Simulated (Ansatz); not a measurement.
We consider Sr2BeN2 (model structure, started from the Ca2ZnN2 type, I4/mmm, No. 139, 5 atoms in the cell), described by HSE06+SOC in Ansatz (plane waves, PAW).

Run with plane-wave cutoff 460 eV, 8×8×8 k mesh, Fermi–Dirac smearing 0.01 eV, PAW data made under PBE.

Cell (relaxed with PBEsol):

BeSr$_{2}$N$_{2}$ is modelled in the tetragonal space group I4/mmm (No. 139), Pearson symbol tI10. Lattice parameters: a = b = 3.7790 Å, c = 11.7753 Å, α = β = γ = 90.00°. Sr on 4e sees 5 N at 2.555–2.683 Å (square pyramidal). Be on 2a is coordinated by 2 N at 1.545 Å (linear). N on 4e sees 1 Be at 1.545 Å and 5 Sr at 2.555–2.683 Å (octahedral). (Neighbours: up to the widest gap in distance over summed covalent radii, below 1.35, at either atom; cation-cation and far metal-metal contacts left out.)
(The calculation used a cell of 5 atoms; values per cell refer to that cell.)

Question: Predict the band gap.

Answer: 
* **band gap**: 1.84 eV (on the SCF k mesh) (direct)

Note: the relaxation could raise the start's symmetry but not lower it, so the cell can be a saddle point; cell and atoms aren't relaxed at this level (largest force component 0.40 eV/Å, pressure 1.1 GPa).

The computed numbers hold no vibrational or temperature effects.

Cost on a shared machine: very roughly 19 core-minutes.

A model structure was made by putting elements into a prototype or built by hand; it is no filed structure, need not be a known phase, and can be a saddle point held by its symmetry.

Ansatz is an electronic-structure program.
